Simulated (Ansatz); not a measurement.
An Ansatz (an electronic-structure program) run: Sc with a change (isotropic strain +1.10 %); Kohn–Sham DFT with the PBE functional, run in Ansatz with PAW and 420 eV plane waves, no spin-orbit coupling, earlier PAW set.

Input:

Ansatz 0.2 input:
```yaml
crystal:
  lattice:
    - [3.3544938793, 0, 0]
    - [-1.6772469397, 2.9050769163, 0]
    - [0, 0, 5.2430706477]
  atoms:
    - { symbol: Sc, position: [0.3333333333, 0.6666666667, 0.75] }
    - { symbol: Sc, position: [0.6666666667, 0.3333333333, 0.25] }
basis: { ecutwfc: 420, ecutrho_ratio: 4, xc_grid: 2, fft_grid_basis: typed }
kpoints: { mp_grid: { grid: [20, 20, 11] } }
hamiltonian:
  xc: pbe
  dispersion: none
  pseudopotentials: { azcp: { folder: ./paw }, kind: paw }
scf: { occupations: { method: fermi_dirac, width: 0.1 }, convergence: { dr2_threshold: 0.0000000002 } }
relax: { f_tol: 0.005, max_steps: 50 }
output: { forces: true, stress: true }
checkpoint: { write: state.ck, write_every: 1000 }
```

Output (explanatory and most iteration lines left out):

```
Relaxation: its limit of steps is 50 (relax.max_steps)
Pseudopotential: Sc, paw, valence charge 11
Crystal: 2 atoms, lattice volume = 51.094 Å³
Basis set: ecut = 420 eV, 977 PW (Γ), exchange–correlation on 48×48×72 points (8 copies of the dense FFT grid, shifted against one another)
Bands: 15, of which v1, the nominal top of the filled ones, is band 11 counted from 1 (10 counted from 0)
Symmetry: 24 space group operations
Space group: P63/mmc (ITA 194), of the structure as read, at distance tolerance 3.7e-5 Å
k-points: 264 of 4400
Functional: x = pbe(κ = 0.804, μ = 0.2195149727645171), c = pbe(β = 0.06672455060314922)
SCF iter   1: F=—  HF=-4271.792334 eV  |F-HF|=—  |Δ(HF+E_count)|=         —  Δρ=2.31e-2  dr2=3.73e-1  ethr=3.10e-3  ⟨swp⟩=3.1  Hψ=14862  notcnv=0
SCF iter   2: F=—  HF=-4271.716183 eV  |F-HF|=—  |Δ(HF+E_count)|=   7.62e-2  Δρ=1.37e-2  dr2=1.41e-1  ethr=1.70e-3  ⟨swp⟩=2.0  Hψ=6834  notcnv=0
SCF 1 converged in 7 iterations: F = -4271.678441 eV  dr2 = 4.55e-11
relax step   1: F+E_penalty+E_count = -4271.67844080 eV  Δ(F+E_penalty+E_count) = +0.000e0 eV  max|allowed force component| = 6.014e-17 eV/Å  Δτ_max = 0.0000 Å  (7 SCF iters, accepted)
SCF converged after 7 iterations
Free energy (F): -4271.678441 eV
Internal energy: -4271.549216 eV  (E = F + TS)
E sigma→0 (E₀):  -4271.613828 eV
Entropy (-TS):   -0.129225 eV (-64.612 meV/atom)
Fermi energy:    8.726083 eV
--- Forces (eV/Å), atoms counted from 1 ---
  atom   1  Sc    -0.00000000    -0.00000000     0.00000000
  atom   2  Sc     0.00000000     0.00000000     0.00000000
--- Stress (GPa, compression-positive) ---
       -1.694115      -0.000000       0.000000
       -0.000000      -1.694115       0.000000
        0.000000       0.000000      -1.610541
  P = ⅓ Tr σ = -1.6663 GPa (-16.663 kbar)
--- Relaxed structure (1 steps of the walk, 1 accepted, 0 SCFs on fresh bases) ---
  atoms:
    - { symbol: Sc, position: [0.33333333333333337, 0.6666666666666667, 0.7500000000000001] }
    - { symbol: Sc, position: [0.6666666666666667, 0.3333333333333333, 0.25] }
```

Whether these cells are dynamically stable was not tested. All final runs are without spin polarisation. The cell was made from Sc in the hcp (Mg type) structure (space group P6_3/mmc, No. 194) by this change: isotropic strain +1.10 %.
